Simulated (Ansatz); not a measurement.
Response to strain in BN

The parent structure is BN in the wurtzite structure (space group P6_3mc, No. 186; a = 2.5232 Å, c = 4.1751 Å).

Strains are applied to the cell and any free atomic positions relax.

Calculations: LDA (Ansatz, an electronic-structure program; PAW; 420 eV plane waves; without spin-orbit coupling).

```csv
isotropic strain (%),band gap (eV)
0,4.93
0.6,4.97
1.2,?
1.8,5.04
2.4,5.07
3,5.11
```

Problem. Fit E_g = E₀ + Dε (ε in %) to the rows shown and predict the withheld row.

Solution. Least squares on the printed values gives E₀ = 4.93 eV, D = 58.9 meV per % of strain (largest residual 0.00 eV); this predicts 5.00 eV, and the run gives 5.00 eV, in agreement.

No phonon test of stability was made.
